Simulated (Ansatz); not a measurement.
These are PBE (plane waves to 420 eV, PAW; Ansatz, a first-principles code) values and carry that method's errors.

Electrostatic potential energy of an electron, averaged over planes parallel to the surface, in eV from the Fermi level, for a constructed model of the (100) surface of rock-salt TiN, a layer of Co, one atom over each Ti (bottom of the slab: a bare face, its two planes held):

(z (Å), V (eV)): (3.89, 2.47); (4.17, 2.47); (4.44, 2.47); (4.72, 2.46); (5.00, 2.45); (5.28, 2.43); (5.56, 2.39); (5.83, 2.33); (6.11, 2.22); (6.39, 2.01); (6.67, 1.60); (6.94, 0.77); (7.22, -1.00); (7.50, -5.22); (7.78, -12.22); (8.06, -17.84); (8.33, -18.08); (8.61, -12.82); (8.89, -6.03); (9.17, -2.50); (9.44, -3.18); (9.72, -8.02); (10.00, -15.05); (10.28, -18.97); (10.56, -16.93); (10.83, -10.42); (11.11, -4.37); (11.39, -2.21); (11.67, -4.10); (11.94, -10.15); (12.22, -16.80); (12.50, -18.96); (12.78, -15.17); (13.06, -8.35); (13.33, -3.54); (13.61, -2.70); (13.89, -6.09); (14.17, -12.82); (14.44, -18.25); (14.72, -18.23); (15.00, -12.72); (15.28, -5.81); (15.56, -2.24); (15.83, -2.62); (16.11, -7.15); (16.39, -14.29); (16.67, -18.59); (16.94, -17.03); (17.22, -10.76); (17.50, -4.17); (17.78, -0.77); (18.06, -0.95); (18.33, -6.12); (18.61, -13.68); (18.89, -17.11); (19.17, -14.83); (19.44, -9.94); (19.72, -5.33); (20.00, -0.93); (20.28, 0.87); (20.56, -1.13); (20.83, -6.09); (21.11, -10.02); (21.39, -10.36); (21.67, -6.99); (21.94, -1.85); (22.22, 1.68); (22.50, 2.99); (22.78, 3.61); (23.06, 3.92); (23.33, 4.08); (23.61, 4.15); (23.89, 4.19); (24.17, 4.21); (24.44, 4.22); (24.72, 4.22); (25.00, 4.22); (25.28, 4.22); (25.56, 4.22)

Slab: 13 atoms, 13.6 Å thick at the start with caps and adatoms (thin: gaps and levels are the slab's own); k 12x12x1, smearing 0.1 eV, dipole-corrected; 4 atoms held, the rest relaxed; held to the start's symmetry, so lower structures may exist; spin-polarised, ending with about 0.8 μB a cell; orders that need a larger cell were not tried, no spin-orbit, no U. In PBE it lies 1.10 eV a 1x1 cell over the lowest computed structure of the same composition (a layer of Co, one atom over each N).

Question: The surface cell has an area of 9.02 Å². What dipole along the normal does the step between the two vacuum levels imply?

Answer: the top vacuum level lies 1.75 eV above the bottom one; p = −ε₀ A ΔV (ε₀ = 0.005526 e/(V·Å)) gives -0.09 e·Å a cell.
